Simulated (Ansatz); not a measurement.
Base system: GeP$_{3}$ (space group R-3m, No. 166).

```yaml
crystal:
  lattice:
    - [3.52309, 2.03406, 3.15970]
    - [-3.52309, 2.03406, 3.15970]
    - [0.00000, -4.06811, 3.15970]
  atoms:
    - { symbol: Ge, position: [0.73703, 0.73703, 0.73703] }
    - { symbol: Ge, position: [0.26297, 0.26297, 0.26297] }
    - { symbol: P, position: [0.21770, 0.21770, 0.74227] }
    - { symbol: P, position: [0.78230, 0.78230, 0.25773] }
    - { symbol: P, position: [0.74227, 0.21770, 0.21770] }
    - { symbol: P, position: [0.25773, 0.78230, 0.78230] }
    - { symbol: P, position: [0.21770, 0.74227, 0.21770] }
    - { symbol: P, position: [0.78230, 0.25773, 0.78230] }
```

Cartesian axes are those of the cell as printed.

The values are results of plane-wave PAW DFT at the PBEsol level (Ansatz, a quantum-chemistry and plane-wave program, 420 eV), without spin-orbit coupling, not measurements.

Strains are applied to the cell and any free atomic positions relax; under biaxial strain the out-of-plane vector relaxes too; under stress the whole cell relaxes.

One change was made to it. Results:

```tsv
quantity	base	after
energy relative to the base (free energy F)	0 meV/atom	+11 meV/atom
volume per atom	16.98 Å³	17.32 Å³
```

Problem. Name the change that was made.
(A) biaxial strain +2.62 %, plane normal [001], relaxed out of plane
(B) isotropic strain +1.49 %
(C) tensor shear ε_yz = −1.65 %
(D) uniaxial stress, 8 GPa compression along z

Solution. A, biaxial strain +2.62 %, plane normal [001], relaxed out of plane. For comparison, the energy relative to the base in the other runs: uniaxial stress, 8 GPa compression along z gives +40 meV/atom; tensor shear ε_yz = −1.65 % gives +2.3 meV/atom; isotropic strain +1.49 % gives +6.7 meV/atom.

Without a gap, meshes like the base's 9×9×9 leave anisotropic stresses uncertain by several tenths of a GPa, and small strain energies with them. Stability under load was not tested beyond the relaxation. All final runs are without spin polarisation.
